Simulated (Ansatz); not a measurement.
A working Ansatz (a program for electronic structure) input for HoAs (Pm-3m, 2 atoms in the cell) (DFT, LDA (PW92), plane waves, default PAW files made with PBE):

Ansatz 0.2 input:
```yaml
crystal:
  lattice:
    - [3.450986, 0.000000, 0.000000]
    - [0.000000, 3.450986, 0.000000]
    - [0.000000, 0.000000, 3.450986]
  atoms:
    - { symbol: Ho, position: [0.000000, 0.000000, 0.000000], spin: 4.0 }
    - { symbol: As, position: [0.500000, 0.500000, 0.500000] }
basis:
  ecutwfc: 420.0
kpoints:
  mp_grid:
    grid: [10, 10, 10]
hamiltonian:
  xc: lda
  pseudopotentials:
    kind: paw
magnetization:
  spin_polarized: true
scf:
  occupations:
    method: cold
    width: 0.136
output:
  forces: true
  eigenvalues: true
  stress: true
```

The run converged in 18 iterations: free energy E − TS (on the zero of these files) -15875.2260 eV; Fermi level (on the code's own zero) 15.17 eV; pressure 0.88 GPa; size of the cell's spin moment 3.62 μB. Each of these slips is then made, one at a time:

(1)
```diff
-    - { symbol: Ho, position: [0.000000, 0.000000, 0.000000], spin: 4.0 }
+    - { symbol: Ho, position: [0.000000, 0.000000, 0.000000] }
-magnetization:
-  spin_polarized: true
```

(2)
```diff
-    - { symbol: Ho, position: [0.000000, 0.000000, 0.000000], spin: 4.0 }
-    - { symbol: As, position: [0.500000, 0.500000, 0.500000] }
+    - { symbol: Ho, position_ang: [0.000000, 0.000000, 0.000000], spin: 4.0 }
+    - { symbol: As, position_ang: [0.500000, 0.500000, 0.500000] }
```

Problem. Predict the outcome of each change.

Solution. 
(1) No spin polarisation for a cell with magnetic atoms. The run converged in 13 iterations without an error; against the sound input the free energy goes up by 970 meV/atom, the pressure goes from 0.88 to -0.86 GPa and the net moment of 1.81 μB/atom is absent without spin.

(2) Fractional and Cartesian coordinates mixed up. The run converged in 20 iterations without an error; against the sound input the free energy rises by 227 eV/atom, the pressure goes from 0.88 to 2697 GPa, the largest force goes from 0.000 to 2409 eV/Å and the size of the net moment goes from 1.81 to 0.92 μB/atom.

The starting cell was generated: these elements placed on a structure prototype, without a prior relaxation; it need not be a known phase or ordering of this composition. With one magnetic atom in the cell only a parallel order is possible. With U or open f shells several self-consistent states can exist. The f electrons are in the valence without U or exact exchange, which can misplace them near the Fermi level. Spin-orbit terms, which matter for f shells, are left out. Ansatz's pressure includes its estimate of the finite-basis (Pulay) stress.

Left out of this page: 4 runs of the series with a known weakness of the program.
